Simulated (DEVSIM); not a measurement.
System: Ti/Al2O3/SiO2/p-Si capacitor, at 400 K.

| layer (left to right) | material | thickness (nm) | Na (cm⁻³) |
|---|---|---|---|
| 1 | Al2O3 | 13.0 | - |
| 2 | SiO2 | 0.830 | - |
| 3 | Si | 4400 | 1.7e16 |

Metal gate on the left, work function 4.33 eV. Fixed charge at the semiconductor interface 1.1e10 cm⁻² (in units of +e); no interface traps.

The device is made up for the run: typed textbook-type constants, with dimensions and the other settings drawn at random. Values at 300 K; Nc and Nv go as T^1.5, mobilities as T to minus their exponent, the gap by Varshni's rule with the affinity fixed.

```
parameter         Al2O3  SiO2        Si
----------------  -----  ----  --------
gap (eV)            6.8     9     1.124
affinity (eV)      1.35   0.9      4.05
permittivity          9   3.9      11.7
Nc (cm⁻³)             -     -   2.86e19
Nv (cm⁻³)             -     -    3.1e19
Varshni α (eV/K)      -     -  0.000473
Varshni β (K)         -     -       636
```

Simulated with DEVSIM: 1D Poisson equation in equilibrium, Boltzmann statistics, complete ionisation; no quantum confinement or tunnelling. Metal contacts follow the ideal Schottky-Mott rule: no Fermi-level pinning, no interface dipoles.

The substrate doping was swept, all else fixed.

| substrate doping (cm^-3) | flat-band voltage (V) | threshold voltage (band bending 2φF) (V) | minimum of the low-frequency capacitance (μF/cm²) |
|---|---|---|---|
| 8.5e14 | -0.44 | -0.08 | 0.0189 |
| 1.7e15 | -0.47 | -0.05 | 0.0248 |
| 3.4e15 | -0.49 | … | … |
| 8.5e15 | -0.52 | 0.05 | 0.0431 |
| 1.7e16 | -0.55 | 0.11 | 0.0550 |
| 3.4e16 | -0.57 | 0.18 | 0.0725 |

### Question
Some entries are withheld; supply them.

### Answer

- 3.4e15, threshold voltage (band bending 2φF) (V): -0.01
- 3.4e15, minimum of the low-frequency capacitance (μF/cm²): 0.0302
